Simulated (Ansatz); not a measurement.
Base system: Bi₂Se₃ in the Bi2Te3 type structure (space group R-3m, No. 166).

```
CELL_PARAMETERS angstrom
      2.07230     1.19644     9.75526
     -2.07230     1.19644     9.75526
      0.00000    -2.39289     9.75526
ATOMIC_POSITIONS crystal
  Bi 0.39938 0.39938 0.39938
  Bi 0.60062 0.60062 0.60062
  Se 0.00000 0.00000 0.00000
  Se 0.21420 0.21420 0.21420
  Se 0.78580 0.78580 0.78580
```

Levels (all Ansatz, a quantum-chemistry and plane-wave program, PAW): r2SCAN+rVV10 (500 eV, without spin-orbit coupling); HSE06 (420 eV, no spin-orbit coupling).

The geometry is relaxed with r2SCAN+rVV10.

- r2SCAN+rVV10 lowest conduction level above the VBM at special points: Γ 0.60 eV; T 0.85 eV; L 1.21 eV

### Question
How does going to HSE06 change the lowest conduction level above the VBM at special points?

### Answer
The lowest conduction level above the VBM at special points goes from Γ 0.60 eV; T 0.85 eV; L 1.21 eV to Γ 0.80 eV; T 1.08 eV; L 1.45 eV.

Single points use the geometry relaxed with r2SCAN+rVV10. The levels and masses belong to the bands next to the band gap. Whether these cells are dynamically stable was not tested.
